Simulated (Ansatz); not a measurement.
**How far PBE and r2SCAN part for PbSe**

The reference is PbSe in the rock salt structure (space group Fm-3m, No. 225; a = 6.218 Å).

(Cell as relaxed with PBE.)

Levels (all Ansatz, an electronic-structure program, PAW, earlier PAW set): PBE (420 eV, no SOC); r2SCAN (500 eV, no SOC).

Each level relaxes its own structure.

```tsv
quantity	PBE	r2SCAN
volume per atom	30.05 Å³	29.47 Å³
lattice parameter a	6.218 Å	6.178 Å
band gap	0.44 eV	0.67 eV
gap character	direct at L	direct at L
electron mass	0.15 mₑ along k, 0.12 mₑ across	0.19 mₑ along k, 0.14 mₑ across
hole mass	0.19 mₑ along k, 0.12 mₑ across	0.25 mₑ along k, 0.11 mₑ across
```

PBE's volume per atom lies 0.58 Å³ above r2SCAN's (2.0 %); PBE's lattice parameter a lies 0.040 Å above r2SCAN's (0.6 %); PBE's band gap lies 0.23 eV below r2SCAN's; the two agree on the gap character. Neither level is exact; r2SCAN is the comparison here, not a measurement.

Spin-orbit coupling, missing from the scalar runs, can matter with Pb. Effective masses come from finite differences of ±0.01 Å⁻¹. Along k means along the line from Γ to the band edge. No phonon test of stability was made.
